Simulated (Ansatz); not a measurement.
# Rh: uniaxial strain ε_zz = +2.00 %

Take Rh in the fcc (Cu type) structure (space group Fm-3m, No. 225; a = 3.8015 Å; relaxed with 0.1 eV smearing) as the base. Axes: x, y, z lie along the cube axes.

The change: uniaxial strain ε_zz = +2.00 %, all other strain components held at zero; the atoms relax in the strained cell.

Method: Kohn–Sham DFT with the r2SCAN functional, run in Ansatz (a quantum-chemistry and plane-wave program) with PAW and 500 eV plane waves, spin-orbit coupling left out. Settings: 30×30×30 k-points, 0.1 eV Fermi–Dirac smearing.

```csv
quantity,base,changed,shift
shortest interatomic distance,2.688 Å,2.688 Å,0.000 Å
energy relative to the base (free energy F),0 meV/atom,+7.3 meV/atom,+7.3 meV/atom
"pressure (mean of the normal stresses, compression positive)",0.0 GPa,-5.2 GPa,-5.2 GPa
band gap,zero,zero,–
"stress (xx, yy, zz, yz, xz, xy; compression positive)",–,"(-3.7, -3.7, -8.3, 0.0, 0.0, 0.0) GPa",–
```

Final structure:

```
CELL_PARAMETERS angstrom
      0.00000     1.90077     1.93878
      1.90077     0.00000     1.93878
      1.90077     1.90077     0.00000
ATOMIC_POSITIONS crystal
  Rh 0.00000 0.00000 0.00000
```

Whether these cells are dynamically stable was not tested. The final runs are not spin-polarised. Rh lies near a magnetic instability that expansion can trigger; it was not tested.
